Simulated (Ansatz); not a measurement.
For zinc-blende SrO (model structure), PBEsol (PAW; Ansatz, a quantum-chemistry and plane-wave program) gives:

```
Item                         Result
-------------------  --------------
lattice parameter a         5.539 Å
formation enthalpy   -2.626 eV/atom
```

Task: What does HSE06 (Ansatz, plane waves, PAW) give for the same quantities?

Result: 
- lattice constant a: 5.575 Å (grows by 0.6 %)
- formation enthalpy: -2.590 eV/atom (moves by +0.036 eV/atom)

Changes are worked out from the printed values.

Unless a cell is named, each level is at its own relaxed cell (PBEsol 21.24, HSE06 21.66 Å³/atom).

Caveats: exact exchange on metals is sensitive to the k mesh and can open a false gap (HSE06). Ansatz's density-functional and Hartree–Fock values are scalar-relativistic unless marked +SOC, with PAW data made under PBE.

A model structure was made by putting elements into a prototype or built by hand; it is no filed structure, need not be a known phase, and can be a saddle point held by its symmetry.
